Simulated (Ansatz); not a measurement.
# rock-salt TaN (1 1 0) on antifluorite Mg2Si (1 1 0) (film strained to the substrate, started from cuts of the bulks and a machine-learned relaxation; slabs Mg12Si6 and N12Ta12, which can lie off the formulas)

A periodic stack without vacuum, rock-salt TaN (1 1 0) on antifluorite Mg2Si (1 1 0) (film strained to the substrate, started from cuts of the bulks and a machine-learned relaxation; slabs Mg12Si6 and N12Ta12, which can lie off the formulas): substrate slab Mg12Si6, film N12Ta12, surface cells [[0, -1], [1, -1]] and [[1, 0], [1, 2]], film strained by +1.9 and +1.9 %, outermost planes MgSi/MgSi and NTa/NTa as cut, which need not be the usual terminations and can put a slab off its formula.

The start was prepared with a machine-learned potential, and the result is one local minimum, with the in-plane cell held and forces under 0.04 eV/Å; the film can end far from its bulk form.

Method: PBE (plane waves to 420 eV, PAW; Ansatz, an electronic-structure program). Scalar-relativistic, without spin–orbit coupling; the runs are not spin-polarised; PBE gaps are too small against experiment. Its k-point mesh 7×4×1, Fermi–Dirac width 0.05 eV.

| Quantity | Result |
|---|---|
| interface area | 28.6 Å² |
| period | 22.99 Å |
| heights between the nearest atoms of the two slabs at the two interfaces | 2.11 and 2.11 Å |
| Mg–Ta contacts across the interfaces within 1.22 times the sum of covalent radii | 8, mean 3.13 Å |
| Mg–N contacts across the interfaces within 1.22 times the sum of covalent radii | 4, mean 2.11 Å |
| Si–Ta contacts across the interfaces within 1.22 times the sum of covalent radii | 4, mean 2.69 Å |
| estimate of the barrier | withheld, since the Fermi level falls at or inside a band of the host, which a slab this thin can't settle |

```yaml
crystal:
  lattice:
    - [4.49947, 0.00023, 0.01192]
    - [4.49956, 6.36190, -0.13102]
    - [0.05905, 2.13248, 22.94594]
  atoms:
    - { symbol: Mg, position: [0.20606, 0.14395, 0.13922] }
    - { symbol: Mg, position: [0.68868, 0.16429, 0.04060] }
    - { symbol: Mg, position: [0.18065, 0.67103, 0.04074] }
    - { symbol: Mg, position: [0.70556, 0.64411, 0.13924] }
    - { symbol: Mg, position: [0.24905, 0.09476, 0.33519] }
    - { symbol: Mg, position: [0.72708, 0.11963, 0.23710] }
    - { symbol: Mg, position: [0.22721, 0.61936, 0.23713] }
    - { symbol: Mg, position: [0.74865, 0.59508, 0.33520] }
    - { symbol: Mg, position: [0.28851, 0.04954, 0.53156] }
    - { symbol: Mg, position: [0.77013, 0.07051, 0.43303] }
    - { symbol: Mg, position: [0.27039, 0.57023, 0.43307] }
    - { symbol: Mg, position: [0.79538, 0.54288, 0.53152] }
    - { symbol: Si, position: [0.95513, 0.89447, 0.13822] }
    - { symbol: Si, position: [0.93394, 0.41753, 0.04231] }
    - { symbol: Si, position: [0.99892, 0.84497, 0.33493] }
    - { symbol: Si, position: [0.97711, 0.36948, 0.23738] }
    - { symbol: Si, position: [0.04236, 0.79658, 0.52990] }
    - { symbol: Si, position: [0.02064, 0.32012, 0.43401] }
    - { symbol: N, position: [0.82507, 0.51778, 0.62328] }
    - { symbol: N, position: [0.31318, 0.03012, 0.62330] }
    - { symbol: N, position: [0.63010, 0.25618, 0.68627] }
    - { symbol: N, position: [0.13998, 0.75686, 0.68782] }
    - { symbol: N, position: [0.31770, 0.98882, 0.75350] }
    - { symbol: N, position: [0.82278, 0.49430, 0.75407] }
    - { symbol: N, position: [0.15382, 0.71941, 0.81815] }
    - { symbol: N, position: [0.65914, 0.22499, 0.81869] }
    - { symbol: N, position: [0.83722, 0.45707, 0.88437] }
    - { symbol: N, position: [0.34706, 0.95699, 0.88593] }
    - { symbol: N, position: [0.66370, 0.18358, 0.94889] }
    - { symbol: N, position: [0.15109, 0.69608, 0.94889] }
    - { symbol: Ta, position: [0.12832, 0.25798, 0.68600] }
    - { symbol: Ta, position: [0.62303, 0.75930, 0.68267] }
    - { symbol: Ta, position: [0.30209, 0.53079, 0.62572] }
    - { symbol: Ta, position: [0.81579, 0.01620, 0.62599] }
    - { symbol: Ta, position: [0.64281, 0.72836, 0.81970] }
    - { symbol: Ta, position: [0.15162, 0.22201, 0.81913] }
    - { symbol: Ta, position: [0.82524, 0.99161, 0.75320] }
    - { symbol: Ta, position: [0.33414, 0.48541, 0.75234] }
    - { symbol: Ta, position: [0.16122, 0.19748, 0.94617] }
    - { symbol: Ta, position: [0.67437, 0.68287, 0.94653] }
    - { symbol: Ta, position: [0.35395, 0.45434, 0.88948] }
    - { symbol: Ta, position: [0.84807, 0.95599, 0.88621] }
```
